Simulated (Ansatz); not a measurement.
Input:

```
CELL_PARAMETERS angstrom
      5.28937     0.00000     0.00000
      0.00000     5.28937     0.00000
      0.00000     0.00000     5.28937
ATOMIC_POSITIONS crystal
  Ba 0.00000 0.50000 0.50000
  Ba 0.50000 0.00000 0.50000
  Ba 0.50000 0.50000 0.00000
  Si 0.00000 0.00000 0.00000
  O  0.50000 0.50000 0.50000
```

Level of theory: PBEsol, rigid bands (plane waves, PAW, scalar-relativistic; Ansatz, a first-principles code). Cell: cell and atoms relaxed with PBEsol.

Is this a good metal at this level?

No. No gap is resolved, and few carriers conduct, as in a semimetal or a zero-gap semiconductor. N(E_F) = 0.44 states/eV a cell at 300 K and the Drude plasma energy along the best axis is 0.61 eV, several times under that of a simple or noble metal.

Spin-orbit coupling is left out; it can open or close a small gap.

Computed structure with no diffraction record at hand here (it may be known, metastable or hypothetical): Ba3SiO (Pm-3m).
